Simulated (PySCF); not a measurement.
PySCF 2.14.0, unrestricted PBE0/def2-svp, df: Cu(F)(k2OAc) (CC1[O][Cu]([F])<-[O]=1), charge 0, multiplicity 2, 9 atoms. The geometry is a generated start, not checked to be a minimum at this level.

task: energy
method: pbe0
basis: def2-svp
mol.max_memory: 16000 MB
mf.max_cycle: 100
mf.DIIS: CDIIS (default)
mf.diis_space: 8 (default)
mf.grids.level: 3 (default)
basis functions (base settings): 116
grid points (base settings): 120728

Hardware: Arm Neoverse V2, 96 cores on 1 socket, no SMT, 1 L3 cache group.

Times are wall-clock medians of two to five runs, from launch to exit, with nothing else on the machine. Unless noted, each process is bound to its own block of adjacent cores. Build: PyPI wheel: OpenMP (GNU), a bundled serial OpenBLAS 0.3.3 under its C layer, NumPy's threaded OpenBLAS held to generic ARMv8 kernels, libcint, Libxc. Other compilers and libraries give other times. Scratch files lie in a memory file system.

First run (16 threads, 1 BLAS thread, two_electron_scheme = density fitting, mf.damp = 0 (default), mf.diis_start_cycle = 1 (default), mf.conv_tol = 1e-09 (default), mf.init_guess = minao (default)):

```
    CPU time for setting up grids      0.18 sec, wall time      0.11 sec
    CPU time for vxc      2.01 sec, wall time      0.15 sec
    CPU time for cholesky_eri      0.34 sec, wall time      0.13 sec
    CPU time for df vj and vk      1.25 sec, wall time      0.20 sec
init E= -1968.02734528425
    CPU time for initialize scf      3.52 sec, wall time      0.51 sec
    CPU time for vxc      2.08 sec, wall time      0.15 sec
    CPU time for df vj and vk      0.28 sec, wall time      0.02 sec
cycle= 1 E= -1966.79935820939  delta_E= 1.23  |g|= 1.83  |ddm|= 2.39
    CPU time for cycle= 1      2.38 sec, wall time      0.18 sec
    CPU time for vxc      2.05 sec, wall time      0.15 sec
    CPU time for df vj and vk      0.29 sec, wall time      0.02 sec
cycle= 2 E= -1964.82922449363  delta_E= 1.97  |g|= 2.69  |ddm|= 3.28
    CPU time for cycle= 2      2.36 sec, wall time      0.18 sec
    CPU time for vxc      2.07 sec, wall time      0.16 sec
    CPU time for df vj and vk      0.29 sec, wall time      0.02 sec
cycle= 3 E= -1967.73770038193  delta_E= -2.91  |g|= 0.398  |ddm|= 2.65
    CPU time for cycle= 3      2.38 sec, wall time      0.18 sec
    CPU time for vxc      2.06 sec, wall time      0.16 sec
    CPU time for df vj and vk      0.29 sec, wall time      0.02 sec
...
    CPU time for df vj and vk      0.29 sec, wall time      0.02 sec
cycle= 17 E= -1967.79324818983  delta_E= -6.41e-09  |g|= 2.94e-05  |ddm|= 0.000284
    CPU time for cycle= 17      2.36 sec, wall time      0.18 sec
    CPU time for vxc      2.07 sec, wall time      0.15 sec
    CPU time for df vj and vk      0.29 sec, wall time      0.02 sec
cycle= 18 E= -1967.79324819227  delta_E= -2.44e-09  |g|= 1.66e-05  |ddm|= 0.000133
    CPU time for cycle= 18      2.38 sec, wall time      0.18 sec
    CPU time for vxc      2.07 sec, wall time      0.15 sec
    CPU time for df vj and vk      0.29 sec, wall time      0.02 sec
cycle= 19 E= -1967.79324819412  delta_E= -1.85e-09  |g|= 1.29e-05  |ddm|= 0.000156
    CPU time for cycle= 19      2.38 sec, wall time      0.18 sec
    CPU time for vxc      2.06 sec, wall time      0.15 sec
    CPU time for df vj and vk      0.29 sec, wall time      0.02 sec
cycle= 20 E= -1967.79324819478  delta_E= -6.54e-10  |g|= 1.12e-05  |ddm|= 9.46e-05
    CPU time for cycle= 20      2.38 sec, wall time      0.18 sec
    CPU time for vxc      2.07 sec, wall time      0.15 sec
    CPU time for df vj and vk      0.29 sec, wall time      0.02 sec
    CPU time for scf_cycle     53.39 sec, wall time      4.37 sec
    CPU time for SCF     53.39 sec, wall time      4.37 sec
converged SCF energy = -1967.7932481947  <S^2> = 0.75332216  2S+1 = 2.0033194
SCF converged: True
wall of the SCF part: 4.375 s
```

Second run:

```
    CPU time for setting up grids      0.18 sec, wall time      0.12 sec
    CPU time for vxc      2.02 sec, wall time      0.15 sec
    CPU time for cholesky_eri      0.34 sec, wall time      0.13 sec
    CPU time for df vj and vk      1.26 sec, wall time      0.20 sec
init E= -1968.02734528425
    CPU time for initialize scf      3.53 sec, wall time      0.51 sec
    CPU time for vxc      2.07 sec, wall time      0.15 sec
    CPU time for df vj and vk      0.29 sec, wall time      0.02 sec
cycle= 1 E= -1966.79935820939  delta_E= 1.23  |g|= 1.83  |ddm|= 2.39
    CPU time for cycle= 1      2.37 sec, wall time      0.18 sec
    CPU time for vxc      2.06 sec, wall time      0.15 sec
    CPU time for df vj and vk      0.29 sec, wall time      0.02 sec
cycle= 2 E= -1967.13129037214  delta_E= -0.332  |g|= 1.31  |ddm|= 1.86
    CPU time for cycle= 2      2.36 sec, wall time      0.18 sec
    CPU time for vxc      2.06 sec, wall time      0.15 sec
    CPU time for df vj and vk      0.29 sec, wall time      0.02 sec
cycle= 3 E= -1967.23657790727  delta_E= -0.105  |g|= 1.38  |ddm|= 1.65
    CPU time for cycle= 3      2.36 sec, wall time      0.18 sec
    CPU time for vxc      2.06 sec, wall time      0.15 sec
    CPU time for df vj and vk      0.29 sec, wall time      0.02 sec
...
    CPU time for df vj and vk      0.28 sec, wall time      0.02 sec
cycle= 25 E= -1967.7932481125  delta_E= -6.96e-07  |g|= 0.000185  |ddm|= 0.00476
    CPU time for cycle= 25      2.39 sec, wall time      0.18 sec
    CPU time for vxc      2.07 sec, wall time      0.16 sec
    CPU time for df vj and vk      0.28 sec, wall time      0.02 sec
cycle= 26 E= -1967.79324810219  delta_E= 1.03e-08  |g|= 0.000229  |ddm|= 0.000308
    CPU time for cycle= 26      2.39 sec, wall time      0.18 sec
    CPU time for vxc      2.08 sec, wall time      0.16 sec
    CPU time for df vj and vk      0.29 sec, wall time      0.02 sec
cycle= 27 E= -1967.79324819404  delta_E= -9.19e-08  |g|= 2.43e-05  |ddm|= 0.00197
    CPU time for cycle= 27      2.39 sec, wall time      0.18 sec
    CPU time for vxc      2.08 sec, wall time      0.16 sec
    CPU time for df vj and vk      0.29 sec, wall time      0.02 sec
cycle= 28 E= -1967.79324819478  delta_E= -7.4e-10  |g|= 1.38e-05  |ddm|= 0.000128
    CPU time for cycle= 28      2.39 sec, wall time      0.18 sec
    CPU time for vxc      2.08 sec, wall time      0.16 sec
    CPU time for df vj and vk      0.29 sec, wall time      0.02 sec
    CPU time for scf_cycle     72.52 sec, wall time      5.85 sec
    CPU time for SCF     72.52 sec, wall time      5.85 sec
converged SCF energy = -1967.79324819468  <S^2> = 0.75332218  2S+1 = 2.0033194
SCF converged: True
wall of the SCF part: 5.851 s
```

Task: Both blocks come from the same system on the same machine. Which change was made from the first run to the second?
(A) mf.damp = 0.5, mf.diis_start_cycle = 5
(B) mf.conv_tol = 1e-05 Hartree
(C) two_electron_scheme = exact four-centre integrals
(D) mf.init_guess = atom

Result: A, mf.damp = 0.5, mf.diis_start_cycle = 5. The largest move is in exchange-correlation on the grid (vxc): 3.4 s to 4.7 s. The count of Fock builds goes from 22 to 30. The other changes gave 4.4 s (two_electron_scheme = exact four-centre integrals), 2.9 s (mf.conv_tol = 1e-05 Hartree), 4.3 s (mf.init_guess = atom), against 6.2 s here and 4.8 s at first.
